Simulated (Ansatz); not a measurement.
Cell and atoms of amorphous Ti20O42Si:

```
CELL_PARAMETERS angstrom
      9.29857    -0.20148     0.04272
     -0.20148     9.23696    -0.08368
      0.04272    -0.08368     9.08758
ATOMIC_POSITIONS crystal
  Ti 0.05611 0.09093 0.30756
  Ti 0.85475 0.22135 0.60096
  Ti 0.26639 0.70425 0.99337
  Ti 0.90335 0.72283 0.88015
  Ti 0.80265 0.26067 0.20277
  Ti 0.70812 0.55806 0.11396
  Ti 0.23303 0.03924 0.63621
  Ti 0.25306 0.34903 0.42263
  Ti 0.52426 0.00001 0.04439
  Ti 0.45092 0.15389 0.29538
  Ti 0.00474 0.37103 0.91387
  Ti 0.05499 0.99977 0.98180
  Ti 0.49176 0.28585 0.65037
  Ti 0.37299 0.34334 0.03804
  Ti 0.52692 0.55496 0.82689
  Ti 0.88743 0.88121 0.50595
  Ti 0.60462 0.93800 0.68519
  Ti 0.35674 0.67682 0.59827
  Ti 0.01337 0.57633 0.59364
  Ti 0.03166 0.75081 0.22816
  O  0.17709 0.05315 0.82410
  O  0.37631 0.35303 0.25194
  O  0.88396 0.91602 0.92920
  O  0.28142 0.25241 0.60765
  O  0.50615 0.95015 0.26787
  O  0.53040 0.75107 0.71314
  O  0.49658 0.48606 0.62697
  O  0.05215 0.02830 0.52522
  O  0.19380 0.65280 0.17535
  O  0.50414 0.51841 0.04188
  O  0.10878 0.79278 0.92721
  O  0.09224 0.30559 0.33862
  O  0.64813 0.72011 0.21048
  O  0.90224 0.66244 0.09958
  O  0.90372 0.74488 0.67230
  O  0.64311 0.15685 0.15454
  O  0.40858 0.83692 0.01206
  O  0.67805 0.84676 0.47685
  O  0.20878 0.52926 0.53596
  O  0.62442 0.99648 0.87896
  O  0.69030 0.26655 0.67810
  O  0.72267 0.43344 0.26313
  O  0.84120 0.38174 0.02623
  O  0.53078 0.23879 0.44656
  O  0.26680 0.11122 0.36572
  O  0.13050 0.94132 0.16768
  O  0.85854 0.18155 0.38379
  O  0.71774 0.61962 0.89169
  O  0.79946 0.01577 0.63934
  O  0.38654 0.13850 0.06366
  O  0.45240 0.04799 0.64816
  O  0.32985 0.60206 0.82580
  O  0.25008 0.83297 0.61967
  O  0.47288 0.33317 0.85313
  O  0.19061 0.37531 0.99637
  O  0.91229 0.91889 0.30675
  O  0.43537 0.70899 0.41708
  O  0.98117 0.15273 0.11140
  O  0.90788 0.42693 0.55064
  O  0.99696 0.70118 0.42224
  O  0.97458 0.24245 0.76868
  O  0.01187 0.54376 0.81225
  Si 0.56686 0.80382 0.34214
```

Methods: PBE, scalar-relativistic without spin-orbit coupling (Ansatz, a program for electronic structure); r2SCAN, scalar-relativistic without spin-orbit coupling (Ansatz); HSE06, scalar-relativistic without spin-orbit coupling (Ansatz). Neutral PBE cell, which sets geometry, pressure and energy: sampling: a 2×2×2 Γ-centred mesh; Fermi-Dirac width 0.02 eV; no spin polarisation. Exact exchange is cut at the faces of this 9 Å cell, which leaves hybrid gaps a finite-size error.

Preparation: random packing, a CHGNet melt and quench, and a DFT relaxation. O atoms were pushed apart under 1.9 Å during the dynamics, to hinder bonds among them. The hot cell started wider than the set density and was brought back towards it in steps. It is the lowest in DFT energy of 2 quenches. It is a model cell: composition and starting density were chosen by hand, and all elements were melted together. No dispersion term was used. Its density started from a set value of 3.53 and ended at 3.53 g/cm³. The quench (nominally 300 K/ps over its main leg) was far faster than any real one, so the model tends to hold more defects than a real film. Values belong to this one cell and scatter from quench to quench. The volume was held where the preparation left it and the shape relaxed.

**Question.** Give the pressure, the energy against reference phases and the spacing of the highest filled and lowest empty levels.

**Answer.** 
| Property | Value |
|---|---|
| Pressure on a 2×2×2 Γ-centred mesh | 1.25 GPa |
| Largest force and stress component on that mesh (the relaxation ran on the zone centre alone) | 0.13 eV/Å and 1.3 GPa |
| Energy relative to anatase TiO2 + alpha cristobalite (lowest mix at this level among the phases computed, not always the ambient ones) | 136 meV/atom |
| Level gap on a 2×2×2 Γ-centred mesh (PBE) | 2.57 eV |
| Level gap at the zone centre (PBE) | 2.61 eV |
| Level gap at the zone centre (r2SCAN) | 2.97 eV |
| Level gap at the zone centre (HSE06) | 4.20 eV |
| Distance between the nearest levels spread over more than a fifth of the atoms or a third of the atoms of their main element (six at least) (PBE, zone centre) | 2.76 eV |

**Question.** At PBE and the zone centre, how localised are the states just below and above the Fermi level (participation number: the atoms over which a state spreads)?

**Answer.** The highest filled state is spread over 5.5 atoms' worth, largest on O47, with weights by element (charge in smoothed Voronoi cells) O 0.92, Ti 0.08, Si 0.00. The lowest empty state is spread over 11.9 atoms' worth, largest on Ti1, with weights by element (charge in smoothed Voronoi cells) Ti 0.79, O 0.21, Si 0.00.

At PBE the levels at the filled edge of the gap are localised (band-tail or defect states).

Neighbours within Ti-Ti 3.12 Å, Ti-O 2.40 Å, Ti-Si 2.78 Å, O-O 1.58 Å, O-Si 2.12 Å, Si-Si 2.60 Å count as bonded. Two cations that share two anions don't count as bonded, nor two that share one unless they lie closer than Ti-Ti 3.04 Å, Ti-Si 2.71 Å, Si-Si 2.38 Å.

Added carriers, by PBE, scalar-relativistic without spin-orbit coupling run with Ansatz on the zone centre alone. Charged cells keep the cell fixed and stand in a uniform background, with no image correction, at a width of 0.01 eV; where the count is odd the moment is locked at 1 μB, unless the neutral cell bore moments. Each starts from the undistorted neutral geometry alone. PBE's self-interaction favours spread-out carriers, so it can miss traps that a hybrid finds.

**Question.** What happens at PBE when the cell takes an extra electron and the atoms relax?

**Answer.** Relaxation lowers the charged cell by 0.15 eV. The largest moves are O32 0.15 Å, Ti8 0.10 Å, O45 0.10 Å, Ti10 0.09 Å. The level that holds the added charge spreads over 10.2 atoms' worth, most on Ti10 (weight 0.21): a partly localised carrier. No bond crosses its cut-off with a change of over 0.15 Å (metal-metal contacts aside). Made neutral again at that geometry, the cell lies +0.22 eV from the neutral start.

**Question.** What happens at PBE when the cell takes a hole and the atoms relax?

**Answer.** Relaxation lowers the charged cell by 0.31 eV. The largest moves are O41 0.22 Å, O36 0.19 Å, O47 0.16 Å, Ti2 0.16 Å. The level that was emptied spreads over 3.3 atoms' worth, most on O47 (weight 0.50): a localised (trapped) carrier, which neighbours of that atom can share. No bond crosses its cut-off with a change of over 0.15 Å (metal-metal contacts aside). Made neutral again at that geometry, the cell lies +0.78 eV from the neutral start.
